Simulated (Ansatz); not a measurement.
For Ti3InC (Pm-3m), PBEsol, DFPT electron-phonon coupling, linearised Boltzmann equation in Ansatz (a first-principles code) gives a transport coupling λ_tr = 0.294 and a Drude plasma energy ħω_p = 2.83 eV.

Problem. Estimate the resistivity at 300 K from the high-temperature formula ρ = 2π λ_tr k_B T / (ħ ε₀ ω_p²), and say how the full Boltzmann solution compares.

Solution. The scattering rate is 1/τ = 2π λ_tr k_B T/ħ = 7.26e13 s⁻¹ and ω_p = 4.30e15 s⁻¹, so ρ ≈ 44.3 μΩ·cm. The Boltzmann solution gives 40.3 μΩ·cm, 0.91 times the estimate.

A metal at this level (no band gap). Only scattering by harmonic phonons is included (no impurities, grain boundaries, electron-electron scattering or thermal expansion). Spin-orbit coupling is left out. Halving the electron mesh (20x20x20) moves the resistivity by up to 2 % at 300 K, the coupling by up to 3 %. Smearing 0.20 eV; phonons on a 3x3x3 q mesh, which this run doesn't test.

Computed structure with no diffraction record at hand here (it may be known, metastable or hypothetical): Ti3InC (Pm-3m).
